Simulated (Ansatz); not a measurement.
BeTe under a change: isotropic strain −0.50 %

Start from BeTe in the zinc blende structure (space group F-43m, No. 216; a = 5.657 Å).

Now apply this change: an isotropic linear strain of −0.50 %, atoms relaxed at fixed cell.

Calculations: r2SCAN (Ansatz, a first-principles code; PAW; 500 eV plane waves; spin-orbit coupling left out). Settings: 10×10×10 k-points, 0.05 eV Fermi–Dirac smearing.

- Volume per atom: 22.29 Å³ (base 22.63 Å³)
- Space group: F-43m (No. 216) (base F-43m (No. 216))
- Energy relative to the base (free energy F): +1.0 meV/atom
- Pressure: 0.93 GPa (base 0.01 GPa)
- Band gap: 2.34 eV (base 2.37 eV)
- Gap character: indirect, Γ → X (base indirect, Γ → X)
- Smallest direct gap: 4.03 eV (base 4.04 eV)
- Mean gap deformation potential ΔEg/Δln V: +2.4 eV
- Width of the top valence band: 3.31 eV (base 3.23 eV)
- Electron mass: 2.0 mₑ along k, 0.25 mₑ across (at X) (base 2.1 mₑ along k, 0.25 mₑ across (at X))
- Hole mass (degenerate bands, along [100]): 0.21, 0.34, 0.34 mₑ (at Γ) (base 0.21, 0.35, 0.35 mₑ (at Γ))
- Valley order (the lowest conduction-band minima on the path, energy above the VBM, named in the base's zone): X along ⟨100⟩ 2.34 eV; L along ⟨111⟩ 3.55 eV (base X along ⟨100⟩ 2.37 eV; L along ⟨111⟩ 3.51 eV)

Cost of the whole job for the changed cell (relaxation, final SCF and bands): roughly 26 core-seconds.

Spin-orbit coupling, missing from the scalar runs, can matter with Te. Masses are band curvatures over ±0.01 Å⁻¹ around the edge. Along k means along the line from Γ to the band edge. Whether these cells are dynamically stable was not tested.
